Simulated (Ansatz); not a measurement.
Consider SiC (space group P6_422, No. 181; a = 3.066 Å, c = 7.031 Å; a hypothetical phase, not in the database extracts checked). Axes: x lies along a and z along c of the hexagonal cell.

Calculations: plane-wave PAW DFT at the PBEsol level (Ansatz, a program for electronic structure, 420 eV), without spin-orbit coupling.

Modification: uniaxial strain ε_xx = +2.84 %, all other strain components held at zero; the atoms relax in the strained cell.

Task: Predict the stress tensor and what it implies for the stiffness.

Result: Stress of the strained cell less that of the base (GPa, compression positive):
```
 -11.89    0.00    0.00
   0.00   -2.48    0.00
   0.00    0.00   -2.73
```

Then −Δσ_ii/ε with ε = 0.0284 gives secant stiffness values (nonlinear terms included at this strain): C11 ≈ 419 GPa, C12 ≈ 87 GPa and C13 ≈ 96 GPa.

As a check, the harmonic strain energy −½ V₀ Δσ:ε is 10 meV/atom; the computed energy rise is 10 meV/atom.

Stability against distortions was not tested. The base started in P3_121 and relaxed to P6_422 at this level.
